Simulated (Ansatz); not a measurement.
Base system: Na₃Sb (space group P6_3/mmc, No. 194; a = 5.312 Å, c = 9.453 Å). Axes: x lies along a and z along c of the hexagonal cell.

Calculations: PBEsol, PAW, 420 eV (Ansatz, a first-principles code; without spin-orbit coupling).

Now apply this change: a pure shear with ε_xz = ε_zx = 0.0200; the atoms relax in the strained cell.

Task: Predict the new stress and energy relative to the base.

Result: The stress (xx, yy, zz, yz, xz, xy; compression positive) is (0.04, 0.01, 0.01, 0.00, -0.34, 0.00) GPa; the energy goes up by 1.2 meV/atom.

Stability against distortions was not tested.
